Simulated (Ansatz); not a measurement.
**Hypothetical cubic perovskite BaSnSe3: pressure series**

The parent structure is BaSnSe$_{3}$ in the cubic perovskite structure (space group Pm-3m, No. 221; a = 5.360 Å; a hypothetical phase, not in the database extracts checked).

Cell and atoms are relaxed at each pressure.

Levels (all Ansatz, a quantum-chemistry and plane-wave program, PAW): PBE (420 eV, no spin-orbit coupling); PBEsol (420 eV, no SOC).

The base cell above is that of PBE; each level relaxes its own structures.

```tsv
case	lattice parameter a, PBE	lattice parameter a, PBEsol
pressure −2 GPa	5.455 Å	5.350 Å
pressure −1 GPa	5.404 Å	5.307 Å
pressure 0.3 GPa	5.348 Å	5.259 Å
pressure 0.7 GPa	5.332 Å	5.246 Å
pressure 1.5 GPa	5.303 Å	5.221 Å
pressure 3 GPa	5.254 Å	5.177 Å
pressure 5 GPa	5.197 Å	5.127 Å
pressure 7.5 GPa	5.137 Å	5.072 Å
pressure 10 GPa	5.085 Å	5.025 Å
```

PBE lies above PBEsol in every row, by 0.060 Å to 0.105 Å. They put the cases in the same order.

Load acts through the strain it causes; cell and atoms are relaxed under it. Whether these cells are dynamically stable was not tested. Competing high-pressure phases were not computed. The final runs are not spin-polarised. Many cubic perovskites are stable only at high temperature; tilts and polar distortions were not tested.
